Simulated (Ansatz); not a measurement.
## GaP under load (space group F-43m): band-edge transport data

Given:

```yaml
crystal:
  lattice:
    - [0.00000, 2.66728, 2.66728]
    - [2.66728, 0.00000, 2.66728]
    - [2.66728, 2.66728, 0.00000]
  atoms:
    - { symbol: Ga, position: [0.00000, 0.00000, 0.00000] }
    - { symbol: P, position: [0.25000, 0.25000, 0.25000] }
```

Method: PBE with spin-orbit coupling, rigid bands (plane waves, PAW; Ansatz, a quantum-chemistry and plane-wave program). Condition of this run: hydrostatic pressure of 5.6 GPa (compression positive) (the target of the relaxation). How the cell was made: cell and atoms relaxed with PBEsol, then loaded as said.

- band gap = 1.44 eV
- electron conductivity mass (300 K, dilute) = 0.35 mₑ
- hole conductivity mass (300 K, dilute) = 0.46 mₑ
- effective density of states N_c (300 K) = 4.2e19 cm⁻³
- effective density of states N_v (300 K) = 2.1e19 cm⁻³
- density-of-states mass, electrons = 1.41 mₑ
- density-of-states mass, holes = 0.89 mₑ
- Seebeck coefficient, n-type 1e19 cm⁻³, 300 K = -332 μV/K
- best n-type power factor at 300 K for τ = 10 fs (best axis; densities from 1e16 to 1e21 cm⁻³ tried, whether or not they can be reached) = 17.0 μW/(cm·K²) at 1e20 cm⁻³
- Seebeck coefficient, p-type 1e19 cm⁻³, 300 K = 315 μV/K
- best p-type power factor at 300 K for τ = 10 fs (best axis; densities from 1e16 to 1e21 cm⁻³ tried, whether or not they can be reached) = 14.5 μW/(cm·K²) at 3e20 cm⁻³

Rigid bands; masses and Seebeck coefficients take one relaxation time τ for all states and one kind of carrier; polarons and phonon drag are left out. Geometry: cell and atoms relaxed with PBEsol.
